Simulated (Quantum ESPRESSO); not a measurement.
Checking a run of Quantum ESPRESSO on LaMg₆Sn (Amm2, 8 atoms in the cell). The aim is a self-consistent single point with DFT, PBEsol, plane waves, GBRV 1.5 ultrasoft (PBESOL) pseudopotentials.

Cell that was meant: a = 5.1280 Å, b = 6.7804 Å, c = 6.7804 Å, α = 59.82°, β = 90.00°, γ = 90.00°.

Part of the input:

```fortran
   occupations = 'smearing',
   smearing = 'marzari-vanderbilt',
   degauss = 0.0036749,
   tot_charge = 1,
/
&electrons
   conv_thr = 1e-10,
```

Output (repeated stretches shortened):

```
     Message from routine setup:
     using ibrav=0 with symmetry is DISCOURAGED, use correct ibrav instead
     G-vector sticks info
   [... lines left out ...]
        k(    6) = (   0.3750000   0.5055660  -0.1454182), wk =   0.4444444
        k(    7) = (   0.3750000   0.2527830  -0.0000000), wk =   0.2222222
        k(    8) = (   0.3750000   0.0000000  -0.4362545), wk =   0.1111111

     Dense  grid:    65675 G-vectors     FFT dimensions: (  45,  60,  60)

     Smooth grid:    47023 G-vectors     FFT dimensions: (  40,  54,  54)

     Initial potential from superposition of free atoms

     starting charge      82.1692, renormalised to      84.0000

     negative rho (up, down):  7.844E-02 0.000E+00
     Self-consistent Calculation

     iteration #  1     ecut=    40.00 Ry     beta= 0.70

     negative rho (up, down):  4.247E-02 0.000E+00

     total energy              =   -1011.41549461 Ry
     estimated scf accuracy    <       1.69366228 Ry

     iteration #  2     ecut=    40.00 Ry     beta= 0.70

     negative rho (up, down):  4.990E-02 0.000E+00

     total energy              =   -1011.84501453 Ry
     estimated scf accuracy    <       3.47261588 Ry

     iteration #  3     ecut=    40.00 Ry     beta= 0.70
   [... lines left out ...]

     negative rho (up, down):  5.953E-02 0.000E+00

     total energy              =   -1012.32522223 Ry
     estimated scf accuracy    <       0.10185532 Ry

   [... 10 blocks of this kind left out ...]

     iteration # 14     ecut=    40.00 Ry     beta= 0.70

     negative rho (up, down):  5.994E-02 0.000E+00

     total energy              =   -1012.36398784 Ry
     estimated scf accuracy    <          1.6E-10 Ry

     iteration # 15     ecut=    40.00 Ry     beta= 0.70

     negative rho (up, down):  5.993E-02 0.000E+00
     End of self-consistent calculation

     the Fermi energy is     6.8328 ev

!    total energy              =   -1012.36398784 Ry
     estimated scf accuracy    <          1.1E-11 Ry
     smearing contrib. (-TS)   =       0.00006984 Ry
     internal energy E=F+TS    =   -1012.36405768 Ry

     convergence has been achieved in  15 iterations

     negative rho (up, down):  5.993E-02 0.000E+00

     Forces acting on atoms (cartesian axes, Ry/au):

     atom    1 type  1   force =     0.00000000    0.00000000    0.01133465
     atom    2 type  2   force =     0.00000000    0.00366892   -0.00234933
     atom    3 type  2   force =     0.00000000   -0.00366892   -0.00234933
     atom    4 type  2   force =     0.00000000    0.00000000   -0.00234609
   [... lines left out ...]
     Total force =     0.014168     Total SCF correction =     0.000006
   [... lines left out ...]

     negative rho (up, down):  5.993E-02 0.000E+00
          total   stress  (Ry/bohr**3)                   (kbar)     P=      -85.09
  -0.00056746   0.00000000   0.00000000          -83.48        0.00        0.00
   0.00000000  -0.00051154   0.00000000            0.00      -75.25        0.00
   0.00000000   0.00000000  -0.00065636            0.00        0.00      -96.55

   JOB DONE.
```

Task: Is anything amiss in this input, and did it matter?

Result: The run is not sound. The fault is an unintended net charge. A charged periodic cell changes the electron count and is neutralised by a uniform background, so energy, forces and pressure belong to another system. To fix it, remove the charge. The run converged in 15 iterations without an error; against the sound input the pressure goes from -1.02 to -8.51 GPa and the largest force goes from 0.308 to 0.291 eV/Å.

An input that runs soundly differs in these lines (not the only fix; some lines may just follow from the change or write a value another way):
```diff
-   tot_charge = 1,
```

With that input, the run converged in 14 iterations: free energy E − TS -13766.9770 eV; Fermi level (on the code's own zero) 7.04 eV; pressure -1.02 GPa; largest force (vector length) 0.308 eV/Å (DFT, PBEsol, plane waves, GBRV 1.5 ultrasoft (PBESOL) pseudopotentials).

On the sound input: the starting cell comes from a database of computed structures (which also holds hypothetical and non-ambient phases and stackings), without a prior relaxation at this level. Its lattice was rescaled by a random factor within 2.5 % of one.
